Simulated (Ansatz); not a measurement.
Bond-angle distributions (per cent of the angles at each element, bins of 10°) of a relaxed model of amorphous Si60O30 at 2.20 g/cm³. All values below come from PBE, scalar-relativistic without spin-orbit coupling (plane waves to 420 eV, PAW; Ansatz, an electronic-structure program). The usual formal charges leave 180 electrons over, so the level spacing at the Fermi energy parts defect or band states and needn't be the band gap.

Preparation: random packing, a CHGNet melt and quench, and a DFT relaxation. O atoms were pushed apart under 1.9 Å during the dynamics, to hinder bonds among them. The hot cell started wider than the set density and was brought back towards it in steps. It is the lowest in DFT energy of 2 quenches. It is a model cell: composition and starting density were chosen by hand, and all elements were melted together. No dispersion term was used. Its density started from a set value of 2.20 and ended at 2.20 g/cm³. Cooling (nominally 590 K/ps over its main leg) ran many orders faster than in experiment, which tends to leave more defects and strain. Values belong to this one cell and scatter from quench to quench. The volume was held where the preparation left it and the shape relaxed, at a PBE pressure of -1.4 GPa (tension). Stress components on the final sampling reach 2.3 GPa. On a 2×2×2 Γ-centred mesh force components of up to 0.20 eV/Å stay, since the relaxation ran on the zone centre alone. Cycles of charging lowered its energy after that relaxation.

Neighbours within Si-Si 2.60 Å, Si-O 1.98 Å, O-O 1.58 Å count as bonded. Two cations that share two anions don't count as bonded, nor two that share one unless they lie closer than Si-Si 2.38 Å.

```json
[
 {"angle (°)": "50-60", "at Si": "0", "at O": "0"},
 {"angle (°)": "60-70", "at Si": "1", "at O": "0"},
 {"angle (°)": "70-80", "at Si": "3", "at O": "0"},
 {"angle (°)": "80-90", "at Si": "9", "at O": "0"},
 {"angle (°)": "90-100", "at Si": "14", "at O": "0"},
 {"angle (°)": "100-110", "at Si": "31", "at O": "3"},
 {"angle (°)": "110-120", "at Si": "22", "at O": "6"},
 {"angle (°)": "120-130", "at Si": "11", "at O": "9"},
 {"angle (°)": "130-140", "at Si": "5", "at O": "31"},
 {"angle (°)": "140-150", "at Si": "4", "at O": "12"},
 {"angle (°)": "150-160", "at Si": "1", "at O": "25"},
 {"angle (°)": "160-170", "at Si": "0", "at O": "12"},
 {"angle (°)": "170-180", "at Si": "0", "at O": "0"}
]
```

They go with these counts of neighbours within the cut-offs, cation contacts included: Si mean 3.9, most often 4; O mean 2.0, most often 2.
